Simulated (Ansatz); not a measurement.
# Ga2O3: biaxial strain +2.43 %, plane normal [001], relaxed out of plane

Base system: Ga2O3 (space group C2/m, No. 12).

```xyz
10
Lattice="6.2276 -1.5417 0.0000 6.2276 1.5417 0.0000 -1.3923 0.0000 5.7103" Properties=species:S:1:pos:R:3 pbc="T T T"
Ga     0.0133     0.0000     4.5380
Ga    11.0496     0.0000     1.1723
Ga     7.7644     0.0000     1.7940
Ga     3.2986     0.0000     3.9164
O      1.8842     0.0000     0.6235
O      9.1787     0.0000     5.0868
O      1.3778     0.0000     3.2227
O      9.6851     0.0000     2.4876
O      5.8207     0.0000     1.4659
O      5.2422     0.0000     4.2444
```

Cartesian axes are those of the cell as printed.

Perturbation: biaxial strain +2.43 %, plane normal [001], relaxed out of plane (Cartesian); in-plane vectors clamped, the third vector and the atoms free.

Computed with PBE in Ansatz (plane waves to 420 eV, PAW, no spin-orbit coupling). Settings: 11×11×6 k-points, 0.05 eV Fermi–Dirac smearing.

The volume per atom grows by 0.39 Å³ to 11.36 Å³ and the space group remains C2/m (No. 12). The shortest interatomic distance grows by 0.0032 Å (1.858 Å → 1.862 Å) and the pressure (mean of the normal stresses, compression positive) goes from zero to -4.99 GPa. The band gap decreases by 0.36 eV, from 2.01 eV to 1.65 eV and the width of the top valence band goes up by 0.06 eV to 0.69 eV. The out-of-plane strain is -1.29 % and the ratio −ε⊥/ε∥ is 0.53. The mean in-plane stress (compression positive) is -7.5 GPa.

Cost of the whole job for the changed cell (relaxation, final SCF and bands): about 6 core-minutes (a rough figure).

Stability against distortions was not tested.

Ansatz is a program for electronic structure.
